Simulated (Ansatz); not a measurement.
Take TaO2F (space group P4_2/mmc, No. 131; a = 3.943 Å, c = 7.709 Å; a cell from a computed database, its experimental status unchecked) as the base. Axes: x, y, z lie along a, b, c of the conventional cell.

Calculations: Ansatz (a quantum-chemistry and plane-wave program), PBEsol, PAW, cutoff 420 eV, no spin-orbit coupling.

It is then changed as follows: uniaxial strain ε_xx = +2.43 %, all other strain components held at zero, atoms relaxed at fixed cell.

Question: Predict the stress tensor and what it implies for the stiffness.

Answer: Stress of the strained cell less that of the base (GPa, compression positive):
```
 -10.33    0.00    0.00
   0.00   -0.57    0.00
   0.00    0.00   -0.76
```

Then −Δσ_ii/ε with ε = 0.0243 gives secant stiffness values (nonlinear terms included at this strain): C11 ≈ 425 GPa, C12 ≈ 24 GPa and C13 ≈ 31 GPa.

As a check, the harmonic strain energy −½ V₀ Δσ:ε is 12 meV/atom; the computed energy rise is 12 meV/atom.

No phonon test of stability was made.
